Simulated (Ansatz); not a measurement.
The cell is built on a prototype and need not be the phase stable at ambient conditions.

By r2SCAN, the system below comes out a metal.

Input:

```
CELL_PARAMETERS angstrom
      2.60949     0.00000     0.00000
      0.00000     3.69038     0.00000
      0.00000     1.84519     1.84519
ATOMIC_POSITIONS crystal
  Si 0.00000 0.00000 0.00000
  C  0.50000 0.50000 0.00000
```

Space group of this cell: Pm-3m, CsCl type. The cell was relaxed by PBE-D3(BJ); by r2SCAN its mean pressure is 2.2 GPa.

The current flows along the normal of the first two printed cell vectors. No spin-orbit coupling; the value is a mean over 0.1 eV about the Fermi level.

Question: Compute, with r2SCAN (Ansatz, an electronic-structure program), the ballistic conductance per area.

Answer: 2.4 × 10¹⁵ S/m² for both spins.
